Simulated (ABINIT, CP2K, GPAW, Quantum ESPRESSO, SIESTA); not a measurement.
## Ba (Im-3m, 1 atom in the cell) computed with different codes at matched settings

Self-consistent single point.

```
Ba
1.0
   -2.50799     2.50799     2.50799
    2.50799    -2.50799     2.50799
    2.50799     2.50799    -2.50799
Ba
1
Direct
  0.00000   0.00000   0.00000
```

Shared settings, as Quantum ESPRESSO writes them: occupations = smearing; smearing = gaussian; degauss = 0.0073499 Ry; K_POINTS = automatic 8 8 8 0 0 0. Potentials and cutoffs stand in the table.

```
code                                                                                                                                      model  pressure (GPa)       cutoff
----------------  -----------------------------------------------------------------------------------------------------------------------------  --------------  -----------
SIESTA            GGA PBEsol, numerical atomic orbitals DZP, PseudoDojo PBEsol standard norm-conserving potentials (rewritten from UPF to PSML)            5.02  grid 400 Ry
GPAW                                                                                      PBEsol, GPAW PAW datasets PBEsol (made by gpaw-setup)           -0.69       600 eV
CP2K                                                                 PBEsol, GPW, DZVP-MOLOPT-SR-GTH basis, GTH-PBE potentials (GTH_POTENTIALS)            0.57  grid 500 Ry
ABINIT                                                           PBEsol, norm-conserving pseudopotentials (PseudoDojo nc-sr-04 PBEsol standard)           -0.74        56 Ry
Quantum ESPRESSO                                                                                   PBEsol, PSlibrary PAW (PBE) pseudopotentials           -0.71        45 Ry
```

The spread over the programs that give each value: pressure within 5.76 GPa.

SIESTA and CP2K use small atom-centred bases, whose incompleteness enters pressures, forces and empty levels differently from a plane-wave cutoff. In the pressure, SIESTA (by 5.73) and CP2K (by 1.29) lie more than 1 GPa from the median of the plane-wave programs.

The starting cell has typed, rounded lattice constants, without a prior relaxation at this level. Its lattice was rescaled by a random factor within 2.5 % of one.

Left out of this page: Elk and FLEUR (not drawn, or without a comparable value).
